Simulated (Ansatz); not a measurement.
**HfN, response to strain**

Start from HfN in the rock salt structure (space group Fm-3m, No. 225; relaxed with 0.1 eV smearing).

```xyz
2
Lattice="0.0000 2.2509 2.2509 2.2509 0.0000 2.2509 2.2509 2.2509 0.0000" Properties=species:S:1:pos:R:3 pbc="T T T"
Hf     0.0000     0.0000     0.0000
N      2.2509     2.2509     2.2509
```

Cartesian axes are those of the cell as printed.

Strains are applied to the cell and any free atomic positions relax; under biaxial strain the out-of-plane vector relaxes too.

All numbers come from PBEsol, PAW, 420 eV (Ansatz, a program for electronic structure; spin-orbit coupling left out).

Notes on the quantities. in-plane stress: mean in-plane stress (compression positive); energy relative to the base: free energy F.

| change | in-plane stress | energy relative to the base | out-of-plane strain |
|---|---|---|---|
| base | – | 0 meV/atom | – |
| biaxial strain −3.00 %, plane normal [001], relaxed out of plane | +25.6 GPa | +51 meV/atom | +1.08 % |
| biaxial strain −1.50 %, plane normal [001], relaxed out of plane | +11.6 GPa | +12 meV/atom | +0.53 % |
| biaxial strain −1.00 %, plane normal [001], relaxed out of plane | +7.5 GPa | +5.2 meV/atom | +0.35 % |
| biaxial strain −0.50 %, plane normal [001], relaxed out of plane | +3.6 GPa | +1.3 meV/atom | +0.18 % |
| biaxial strain +0.50 %, plane normal [001], relaxed out of plane | -3.4 GPa | +1.2 meV/atom | -0.17 % |
| biaxial strain +1.00 %, plane normal [001], relaxed out of plane | -6.6 GPa | +4.8 meV/atom | -0.35 % |
| biaxial strain +2.00 %, plane normal [001], relaxed out of plane | -12.3 GPa | +19 meV/atom | -0.68 % |
| biaxial strain +2.50 %, plane normal [001], relaxed out of plane | -14.9 GPa | +28 meV/atom | -0.85 % |
| biaxial strain +3.00 %, plane normal [001], relaxed out of plane | -17.4 GPa | +40 meV/atom | -1.02 % |

Whether these cells are dynamically stable was not tested. The final runs are not spin-polarised. An odd electron count without spin: HfN.
